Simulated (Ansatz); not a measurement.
The starting structures come from a database of crystals and need not be the phases stable at ambient conditions.

Tunnelling through a barrier is set by its complex band structure: the current falls as exp(−2κd) with the smallest κ.

```
BiBrS
1.0
    4.05545     0.00000     0.00000
    0.00000     9.72713     0.00000
    0.00000     0.00000     8.16159
Bi S Br
4 4 4
Direct
  0.75000   0.13219   0.85815
  0.25000   0.86781   0.14185
  0.25000   0.63219   0.64185
  0.75000   0.36781   0.35815
  0.25000   0.94550   0.83306
  0.75000   0.05450   0.16694
  0.75000   0.44550   0.66694
  0.25000   0.55450   0.33306
  0.75000   0.67188   0.99034
  0.25000   0.32812   0.00966
  0.25000   0.17188   0.50966
  0.75000   0.82812   0.49034
```

The cell was relaxed by PBE-D3(BJ); by r2SCAN it stands under a pressure of 1.0 GPa.

Transport runs along the normal of the first two printed cell vectors.

No gap correction and no spin-orbit coupling; mid-gap is the computed energy nearest the middle.

### Question
State the band gap and the smallest decay constant κ at mid-gap according to r2SCAN (Ansatz, a first-principles code).

### Answer
Gap 2.28 eV on a 8×4×4 mesh; κ = 0.232 1/Å, at (0.250, 0.000) of the in-plane reciprocal vectors. At the zone centre the slowest state has κ = 0.29 1/Å.
